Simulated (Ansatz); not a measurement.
The reference is GaN (space group P-6m2, No. 187; a = 2.939 Å, c = 2.658 Å; a hypothetical phase, not in the database extracts checked; relaxed with 0.1 eV smearing). Axes: x lies along a and z along c of the hexagonal cell.

All numbers come from Kohn–Sham DFT with the PBEsol functional, run in Ansatz (a first-principles code) with PAW and 420 eV plane waves, no SOC.

One thing is altered: the cell is scaled by 0.9888 in all directions, atoms relaxed at fixed cell.

### Question
Predict the stress tensor and what it implies for the stiffness.

### Answer
Stress of the strained cell less that of the base (GPa, compression positive):
```
    6.4     0.0     0.0
    0.0     6.4     0.0
    0.0     0.0     8.4
```

Then B = −ΔP/(ΔV/V₀) with ΔV/V₀ = -0.0332 gives secant stiffness values (nonlinear terms included at this strain): B (at held cell shape, above the free-shape value) ≈ 214 GPa.

As a check, the harmonic strain energy −½ V₀ Δσ:ε is 7.4 meV/atom; the computed energy rise is 7.1 meV/atom.

Whether these cells are dynamically stable was not tested. All final runs are without spin polarisation.
